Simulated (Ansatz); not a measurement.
The reference is Ge in the diamond structure (space group Fd-3m, No. 227; a = 5.676 Å).

Perturbation: a hydrostatic pressure of 10 GPa.

Levels (all Ansatz, a program for electronic structure, PAW): PBEsol (420 eV, no spin-orbit coupling); r2SCAN (500 eV, no SOC); HSE06 (420 eV, scalar-relativistic without spin-orbit coupling).

At the geometry relaxed with PBEsol, these levels gave the following band gaps, in shuffled order: (a) 0.32 eV, (b) 0.90 eV, (c) 0.63 eV.

Task: Match each gap to its level.

Result: (a) PBEsol; (b) HSE06; (c) r2SCAN.

Single points use the geometry relaxed with PBEsol. HSE06 gaps are upper bounds (no full band path). Load acts through the strain it causes; cell and atoms are relaxed under it. No phonon test of stability was made. Tetrahedral semiconductors of this kind turn to denser phases somewhere between about 1 and 50 GPa; those were not computed, so compressed cells here can lie past the real transition.
